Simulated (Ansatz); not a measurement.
## Effect of Co on a Ir site, symmetric start on Ir

Take a 12-atom supercell of Ir in the fcc (Cu type) structure (space group Fm-3m, No. 225; a = 3.871 Å) at its relaxed geometry as the base.

Now apply this change: a neutral Co on a Ir site, symmetric start, atoms relaxed at fixed cell.

All numbers come from PBE (Ansatz, a first-principles code), no spin-orbit coupling. k-mesh 7×5×7 (Γ-centred); smearing 0.05 eV (Fermi–Dirac).

| quantity | base | changed | shift |
|---|---|---|---|
| energy gained by relaxation | – | 0.02 eV | – |
| largest displacement of a host atom from its site in the perfect cell | – | 0.02 Å | – |
| mean distance from the defect site to its nearest host atoms | 2.74 Å | 2.72 Å | -0.013 Å |

Other magnetic orders, which the real material may have, were not ruled out. The cell is small, so the values are those of an ordered compound at a high defect concentration; dilute-limit values will differ. The defect started on the symmetric site and kept its symmetry, so it may sit on a saddle. Spin-polarised in the final run: Co on a Ir site; the other runs are not. The defect cell is spin-polarised and ends with 2.3 μB, a fractional moment that hangs on the mesh and smearing.
